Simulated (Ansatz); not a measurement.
System: interstitial H in 4H silicon carbide strained by +1.5 % along x and y, z held (charge state +1). These are PBE, PAW (plane waves to 420 eV; Ansatz, a program for electronic structure) values and carry that method's errors.

72-site cell at the strained lattice (strain from the relaxed PBE one, atoms relaxed), a 2×2×2 k-point mesh shifted by half a step along c, smearing 0.01 eV, spin-restricted, no finite-size correction. Energies are static. The charge state is imposed; whether it is stable for some Fermi level was not computed. Sites that were not tried may lie lower.

The step: a direct jump of one H atom. Atoms about the jump, Cartesian Å from the middle of the jump, before and after:

```tsv
atom	x0	y0	z0	x1	y1	z1
H1	-0.55	0.00	0.00	0.55	0.00	0.00
C2	-1.53	0.55	0.05	-1.57	0.58	0.11
C3	1.57	0.58	0.11	1.53	0.55	0.05
Si4	0.08	1.59	0.77	-0.08	1.59	0.77
Si5	-1.62	-1.36	0.77	-1.57	-1.24	0.74
Si6	1.57	-1.24	0.74	1.62	-1.36	0.77
Si7	-1.59	0.58	-1.89	-1.57	0.58	-1.82
Si8	1.57	0.58	-1.82	1.59	0.58	-1.89
C9	-0.01	-2.16	0.11	0.01	-2.16	0.11
C10	0.00	1.48	-2.44	0.00	1.48	-2.44
Si11	0.00	-2.15	-1.82	0.00	-2.15	-1.82
C12	0.00	1.49	2.64	0.00	1.49	2.64
C13	0.00	3.32	0.10	0.00	3.32	0.10
```

Q: Predict the transition state.

A: 
```
atom      x      y      z
----  -----  -----  -----
H1     0.00   0.26  -0.09
C2    -1.47   0.54   0.08
C3     1.47   0.54   0.08
Si4    0.00   1.64   0.83
Si5   -1.57  -1.29   0.74
Si6    1.57  -1.29   0.74
Si7   -1.57   0.57  -1.86
Si8    1.57   0.57  -1.86
C9     0.00  -2.18   0.10
C10    0.00   1.48  -2.45
Si11   0.00  -2.16  -1.82
C12    0.00   1.49   2.67
C13    0.00   3.34   0.10
```
It lies 0.57 eV above the start and 0.57 eV above the end. The saddle point's order was not checked, and it lies on a symmetry element of the cell, where a band can be held.
